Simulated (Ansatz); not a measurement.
A relaxation of cell and atoms of BaSn3Au (I4mm, 5 atoms in the cell) with Ansatz (a program for electronic structure).

Level of theory: LDA (PW92), default PAW files made with PBE (plane waves; Ansatz).

The change in words: atoms on their sites; basis.ecutwfc: 420 eV → 840 eV; relax: default → cell and atoms. Reference geometry:
```xyz
5
Lattice="-2.5225 2.5225 5.5773 2.5225 -2.5225 5.5773 2.5225 2.5225 -5.5773" Properties=species:S:1:pos:R:3 pbc="T T T"
Ba     0.0000     0.0000     0.0531
Sn     0.0000     0.0000     6.7071
Sn     0.0000     2.5225     2.7836
Sn     2.5225     0.0000     2.7836
Au     0.0000     0.0000     3.9847
```

Reference input (self-consistent single point, DFT, LDA (PW92), plane waves, default PAW files made with PBE): basis.ecutwfc = 420 eV; kpoints.mp_grid.grid = 5 5 5; hamiltonian.xc = lda; hamiltonian.pseudopotentials = {kind: paw} (the program's default PAW files); scf.occupations.method = fermi_dirac; scf.occupations.width = 0.1 eV. This run's input differs from it in these lines:

Ansatz 0.2 input:
```diff
@@ -7,3 +7,3 @@
   atoms:
-    - { symbol: Ba, position: [0.004762, 0.004762, 0.000000] }
+    - { symbol: Ba, position: [0.000280, 0.000280, 0.000000] }
     - { symbol: Sn, position: [0.601290, 0.601290, 0.000000] }
@@ -13,3 +13,3 @@
 basis:
-  ecutwfc: 420.0
+  ecutwfc: 840.0
 kpoints:
@@ -21,2 +21,4 @@
   occupations: { method: fermi_dirac, width: 0.1 }
+relax:
+  cell: {}
 output:
```

Log, with long lists cut:

```
   [... SCF lines of the steps left out ...]
relax step   1: F+E_penalty+E_count = -36285.96987811 eV  Δ(F+E_penalty+E_count) = +0.000e0 eV  max|allowed force component| = 2.174e-1 eV/Å  Δτ_max = 0.0000 Å  P = -2.817 GPa  Ω = 141.956 Å³  (8 SCF iters, dr2 threshold 1.00e-7 eV, accepted)
relax step   2: F+E_penalty+E_count = -36286.02801345 eV  Δ(F+E_penalty+E_count) = -5.814e-2 eV  max|allowed force component| = 1.233e-1 eV/Å  Δτ_max = 0.0305 Å  P = +1.151 GPa  Ω = 132.655 Å³  energy of the carried Pulay correction = +1.921e-5 eV  [...]
   [... lines left out ...]
relax step   5: F+E_penalty+E_count = -36286.03844124 eV  Δ(F+E_penalty+E_count) = -9.739e-5 eV  max|allowed force component| = 1.747e-3 eV/Å  Δτ_max = 0.0049 Å  P = +0.001 GPa  Ω = 134.931 Å³  energy of the carried Pulay correction = +1.439e-5 eV  [...]
relax step   6: F+E_penalty+E_count = -36286.03842657 eV  Δ(F+E_penalty+E_count) = +1.467e-5 eV  max|allowed force component| = 1.695e-3 eV/Å  Δτ_max = 0.0000 Å  P = +0.001 GPa  Ω = 134.931 Å³  stress off target by 6.01e-3 GPa  SCF on the basis [...]
basis re-selected at this cell: Δ(F+E_penalty+E_count) = +1.467e-5 eV, ΔP = +0.000 GPa vs the last step
the relaxation is at rest under the 8 symmetry operations that the run kept from its start: a minimum is not shown …
Stability not checked: this state was not tested for a lower state beside it, because too few of the mixer's solves of this state at the end of the SCF gave a …
Free energy (F): -36286.038427 eV
Internal energy: -36285.967343 eV  (E = F + TS)
   [... lines left out ...]
Fermi energy:    12.171829 eV
  cell:  # Å, volume = 134.9308 Å³
   [... lines left out ...]
    - { symbol: Sn, position: [0.5994944833810598, 0.5994944833810598, -7.72371771844998e-18] }
    - { symbol: Sn, position: [0.7500604278330494, 0.25006042783304927, 0.5000000000000001] }
    - { symbol: Sn, position: [0.25006042783304927, 0.7500604278330494, 0.5000000000000001] }
    - { symbol: Au, position: [0.35652492853232703, 0.35652492853232703, -4.437544630235579e-18] }
```

The run converged. 

Summary of the result:
- Free energy E − TS (on the zero of these files) = -36286.0384 eV
- Fermi level (on the code's own zero) = 12.17 eV
- Pressure = 0.00 GPa
- Largest force (vector length) = 0.002 eV/Å
- Final cell = a = b = c = 6.497 Å, α = β = 135.04°, γ = 65.47°
- Final volume per atom = 26.99 Å³
- Relaxation steps = 6

The starting cell comes from a database of computed structures (which also holds hypothetical and non-ambient phases and stackings), without a prior relaxation at this level. Its lattice was rescaled by up to half a per cent. The relaxation keeps the symmetry of its start, so its end need not be a minimum. Ansatz's pressure includes its estimate of the finite-basis (Pulay) stress.

Cost on one core of a shared machine: roughly 3 min.
